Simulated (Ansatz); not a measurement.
The (112) surface of tetragonal MoSi2 in its 1x1 cell (cut with top plane Mo, bottom plane Mo), outermost plane spacing 0.65 Å in the ideal cut (one of several cuts of this face), with 1 Mo a cell over the bulk's ratio

Method: PBE (plane waves to 420 eV, PAW; Ansatz, an electronic-structure program).

Set-up: 16 atoms, Mo6Si10, 9.8 Å thick at the start (thin: gaps and levels are the slab's own); mesh 8x8x1; 0.1 eV smearing; dipole correction on; all atoms relaxed; start symmetry kept, larger cells not searched; no spin, no spin-orbit, no U.

| Item | Result |
|---|---|
| work function of the top face | 3.52 eV |
| energy released by relaxation | 0.60 eV |
| cost | around 7 core-minutes (rough) |
